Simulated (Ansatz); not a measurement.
SrZnAsF (space group P4/nmm, No. 129; a cell from a computed database, its experimental status unchecked)

Space group P4/nmm, origin choice 1 (No. 129); a = 4.0983 Å, b = 4.0983 Å, c = 9.1229 Å, α = 90.00°, β = 90.00°, γ = 90.00°

```
atom  site  symmetry       x       y       z
----  ----  --------  ------  ------  ------
Sr      2c       4mm  0.5000  0.0000  0.1532
Zn      2b      -4m2  0.5000  0.5000  0.5000
As      2c       4mm  0.0000  0.5000  0.3318
F       2a      -4m2  0.0000  0.0000  0.0000
```

The values are results of Ansatz (a program for electronic structure) r2SCAN, spin-orbit coupling left out, not measurements. k-mesh 8×8×4 (Γ-centred); smearing 0.05 eV (Fermi–Dirac).

```yaml
volume_per_atom: 19.15 Å³
density: 5.35 g/cm³
band_gap: 1.07 eV, direct at Γ
electron_mass: 1.9 mₑ along c, 0.16 mₑ across
Lowest conduction-band minima above the VBM: Γ 1.07 eV; M (1/2, 1/2, 0) 2.46 eV
total_energy: -3140.174 eV/atom (σ→0; compares only within this code and set-up)
```

Effective masses come from finite differences of ±0.01 Å⁻¹. Whether these cells are dynamically stable was not tested.
